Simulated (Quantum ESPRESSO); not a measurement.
Pressure against volume in zinc-blende CdSe (space group 216) (Quantum ESPRESSO, PBE)

```
CdSe
1.0
    0.00000     2.97121     2.97121
    2.97121     0.00000     2.97121
    2.97121     2.97121     0.00000
Cd Se
1 1
Direct
  0.00000   0.00000   0.00000
  0.75000   0.75000   0.75000
```

Method of the run: PBE, GBRV 1.5 ultrasoft (PBE) pseudopotentials (plane waves; Quantum ESPRESSO). Settings: ecutwfc = 52 Ry; ecutrho = 260 Ry; occupations = smearing; smearing = fermi-dirac; degauss = 0.000734986 Ry; potentials = {Cd: cd_pbe_v1.uspp.F.UPF, Se: se_pbe_v1.uspp.F.UPF}; K_POINTS = automatic 9 9 9 0 0 0; conv_thr = 1e-10 Ry; mixing_beta = 0.7. The cell above is the first row's. The rows scale it uniformly. In all rows fractional positions and the k mesh are held.

```csv
V (Å^3/atom),P (GPa)
26.230,?
26.800,5.70
27.371,4.26
27.941,2.96
28.511,1.80
29.081,0.76
29.651,-0.16
30.222,-1.00
30.792,-1.75
```

Question: Fit P against V with a cubic, and predict the withheld value at V = 26.230.

Answer: With u = V - 28.8, the rows have u = -2.0000, -1.4290, -0.8590, -0.2890, 0.2810, 0.8510, 1.4220, 1.9920. Least squares gives P = 1.261 - 1.8179·u + 0.1776·u² - 0.01186·u³. Residuals (row less fit): -0.002, 0.004, -0.001, -0.001, -0.004, 0.005, -0.001, -0.001; standard error 0.004 (degrees of freedom: 4). The fitted pressure is zero at V0 = 29.55, where dP/dV = -1.573, so B0 = -V0·dP/dV = 46.5 GPa. At the withheld row, u = -2.5700, so P = 1.261 - 1.8179 × (-2.5700) + 0.1776 × (-2.5700)² - 0.01186 × (-2.5700)³ = 7.307 GPa. The calculation gives 7.32 GPa, 0.013 GPa above the prediction (0.1 % of the range of P in the table). The row lies outside the fitted rows, so this is an extrapolation. From the scatter of the fitted rows alone, a prediction at this place has a standard error of 0.011 GPa, so the miss is 1.2 times that.

Carrying the step between the two nearest rows on in a straight line would have given 7.14, off by 0.18; series whose last step already gives the withheld value aren't shown. The scan was laid around a cell of about the measured size, scaled by a guess for this functional. This is one of two polymorphs. The runs keep the symmetry of the cell, so they don't test it for distortions. Cutoffs and mesh are single choices, not tested for convergence of this quantity. Series with a scatter that would blur these digits, or in which a gap closes, are not shown.
